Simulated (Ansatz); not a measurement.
The reference is GaAs in the zinc blende structure (space group F-43m, No. 216; a = 5.6590 Å). Axes: x, y, z lie along the cube axes.

Level of theory: plane-wave PAW DFT at the PBEsol level (Ansatz, a first-principles code, 420 eV), scalar-relativistic without spin-orbit coupling.

Strains are applied to the cell and any free atomic positions relax; under biaxial strain the out-of-plane vector relaxes too.

One change was made to it. Results:

```csv
quantity,base,after
"pressure (mean of the normal stresses, compression positive)",0.00 GPa,2.10 GPa
band gap,0.42 eV,0.52 eV
shortest interatomic distance,245.0 pm,242.8 pm
```

What was done to the base?
A) biaxial strain −3.00 %, plane normal [001], relaxed out of plane
B) biaxial strain −2.50 %, plane normal [001], relaxed out of plane
C) biaxial strain −2.00 %, plane normal [001], relaxed out of plane
D) biaxial strain +3.00 %, plane normal [001], relaxed out of plane
E) biaxial strain +0.50 %, plane normal [001], relaxed out of plane

B, biaxial strain −2.50 %, plane normal [001], relaxed out of plane. For comparison, the pressure in the other runs: biaxial strain −3.00 %, plane normal [001], relaxed out of plane gives 2.57 GPa; biaxial strain −2.00 %, plane normal [001], relaxed out of plane gives 1.65 GPa; biaxial strain +0.50 %, plane normal [001], relaxed out of plane gives -0.37 GPa; biaxial strain +3.00 %, plane normal [001], relaxed out of plane gives -2.0 GPa.

Whether these cells are dynamically stable was not tested. All final runs are without spin polarisation.
